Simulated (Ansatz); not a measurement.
GaAs (model structure, P6₂22, No. 180, 6 atoms in the cell): lattice constant a by level of theory

No measured value is used here.

**Question.** Put these levels in order of the lattice constant a that they give for GaAs (model structure, P6₂22, No. 180, 6 atoms in the cell), smallest first: LDA (Ansatz, a program for electronic structure), PBE (Ansatz), PBE-D3(BJ) (Ansatz).

**Answer.** LDA (3.980 Å), PBE-D3(BJ) (4.024 Å), PBE (4.082 Å)

Ansatz's density-functional and Hartree–Fock values are scalar-relativistic unless marked +SOC, with PAW data made under PBE.

A model structure was made by putting elements into a prototype or built by hand; it is no filed structure, need not be a known phase, and can be a saddle point held by its symmetry.
